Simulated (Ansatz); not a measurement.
An Ansatz (an electronic-structure program) run: Ag with a change (isotropic strain +1.50 %); PBEsol, PAW, 420 eV (Ansatz; no spin-orbit coupling).

Input:

Ansatz 0.2 input:
```yaml
crystal:
  lattice:
    - [0, 2.0573158048, 2.0573158048]
    - [2.0573158048, 0, 2.0573158048]
    - [2.0573158048, 2.0573158048, 0]
  atoms:
    - { symbol: Ag, position: [0, 0, 0] }
basis: { ecutwfc: 420, ecutrho_ratio: 4, xc_grid: 2, fft_grid_basis: typed }
kpoints: { mp_grid: { grid: [28, 28, 28] } }
hamiltonian:
  xc: pbesol
  dispersion: none
  pseudopotentials: { kind: paw }
scf: { occupations: { method: fermi_dirac, width: 0.1 }, convergence: { dr2_threshold: 0.0000000001 } }
relax: { f_tol: 0.005, max_steps: 50 }
output: { forces: true, stress: true }
checkpoint: { write: state.ck, write_every: 1000 }
```

Output (explanatory and most iteration lines left out):

```
Relaxation: its limit of steps is 50 (relax.max_steps)
Pseudopotential: Ag, paw, valence charge 19
Crystal: 1 atoms, lattice volume = 17.415 Å³
Basis set: ecut = 420 eV, 331 PW (Γ), exchange–correlation on 40×40×40 points (8 copies of the dense FFT grid, shifted against one another)
Bands: 14, of which v1, the nominal top of the filled ones, is band 10 counted from 1 (9 counted from 0)
Symmetry: 48 space group operations
Space group: Fm-3m (ITA 225), of the structure as read, at distance tolerance 2.6e-5 Å
k-points: 624 of 21952
Functional: x = pbesol(κ = 0.804, μ = 0.12345679012345678), c = pbesol(β = 0.046)
SCF iter   1: F=—  HF=-7522.245637 eV  |F-HF|=—  |Δ(HF+E_count)|=         —  Δρ=1.01e-2  dr2=1.66e-2  ethr=1.77e-3  ⟨swp⟩=4.6  Hψ=43231  notcnv=0
SCF iter   2: F=—  HF=-7522.241120 eV  |F-HF|=—  |Δ(HF+E_count)|=   4.52e-3  Δρ=2.69e-3  dr2=1.22e-3  ethr=8.74e-5  ⟨swp⟩=1.6  Hψ=15172  notcnv=0
SCF 1 converged in 6 iterations: F = -7522.240762 eV  dr2 = 6.49e-11
relax step   1: F+E_penalty+E_count = -7522.24076194 eV  Δ(F+E_penalty+E_count) = +0.000e0 eV  max|allowed force component| = 0.000e0 eV/Å  Δτ_max = 0.0000 Å  (6 SCF iters, accepted)
SCF converged after 6 iterations
Free energy (F): -7522.240762 eV
Internal energy: -7522.232254 eV  (E = F + TS)
E sigma→0 (E₀):  -7522.236508 eV
Entropy (-TS):   -0.008508 eV (-8.508 meV/atom)
Fermi energy:    16.717506 eV
--- Forces (eV/Å), atoms counted from 1 ---
  atom   1  Ag    -0.00000000     0.00000000     0.00000000
--- Stress (GPa, compression-positive) ---
       -4.671917       0.000000       0.000000
       -0.000000      -4.671917       0.000000
        0.000000       0.000000      -4.671917
  P = ⅓ Tr σ = -4.6719 GPa (-46.719 kbar)
--- Relaxed structure (1 steps of the walk, 1 accepted, 0 SCFs on fresh bases) ---
  atoms:
    - { symbol: Ag, position: [0.0, 0.0, 0.0] }
```

Stability against distortions was not tested. The cell was made from Ag in the fcc (Cu type) structure (space group Fm-3m, No. 225) by this change: isotropic strain +1.50 %.
